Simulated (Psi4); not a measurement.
Psi4 1.11, TPSS/def2-svp: Ti(F)(Cl)3 ([F][Ti]([Cl])([Cl])[Cl]), 5 atoms. The geometry is a generated start, not checked to be a minimum at this level.

```json
{
  "task": "energy",
  "method": "tpss",
  "basis": "def2-svp",
  "memory": "3 GB",
  "maxiter": "100",
  "keys_of_the_molecule_block": "symmetry c1",
  "scf_type": "df (default)",
  "e_convergence": "1e-06 (default)",
  "d_convergence": "1e-06 (default)",
  "dft_radial_points": "75 (default)",
  "dft_spherical_points": "302 (default)",
  "basis_functions": "99",
  "grid_points": "109259"
}
```

```xyz
5

Ti     0.1004     0.0526    -0.0861
F      1.2981     0.6824    -1.1014
Cl     0.9107    -0.8937     1.6174
Cl    -1.0977    -1.3890    -1.0573
Cl    -1.2114     1.5477     0.6274
```

Charge 0 and multiplicity 1 are set for this test and not shown to be the ground state.

With the defaults (diis_max_vecs = 10, diis = true, scf_initial_accelerator = adiis, damping_percentage = 0, diis_start = 1, level_shift = 0, level_shift_cutoff = 0.01, guess = auto, which took SAD) it converges in 10 SCF iterations. One run each on 2 threads, with these changes:
- diis_max_vecs = 3
- level_shift = 0.5, level_shift_cutoff = 0.001
- diis_start = 4
- diis_max_vecs = 6
- diis_max_vecs = 20
- guess = core
- diis = false, scf_initial_accelerator = none, damping_percentage = 60
- scf_initial_accelerator = ediis
- scf_initial_accelerator = none

Question: Which runs fail or end elsewhere than the default run?

Answer: No convergence: diis_max_vecs = 3; diis = false, scf_initial_accelerator = none, damping_percentage = 60 (the run ends without SCF convergence in 100 iterations). The rest reach the solution of the defaults.

| setting | SCF iterations | end |
|---|---|---|
| the defaults | 10 | same solution |
| scf_initial_accelerator = none | 10 | same solution |
| diis_max_vecs = 20 | 10 | same solution |
| level_shift = 0.5, level_shift_cutoff = 0.001 | 10 | same solution |
| scf_initial_accelerator = ediis | 10 | same solution |
| diis_max_vecs = 6 | 11 | same solution |
| guess = core | 14 | same solution |
| diis_start = 4 | 18 | same solution |
| diis_max_vecs = 3 | 100 | no convergence |
| diis = false, scf_initial_accelerator = none, damping_percentage = 60 | 100 | no convergence |

1 further run of the study ended by our limits or in an error and is left out.
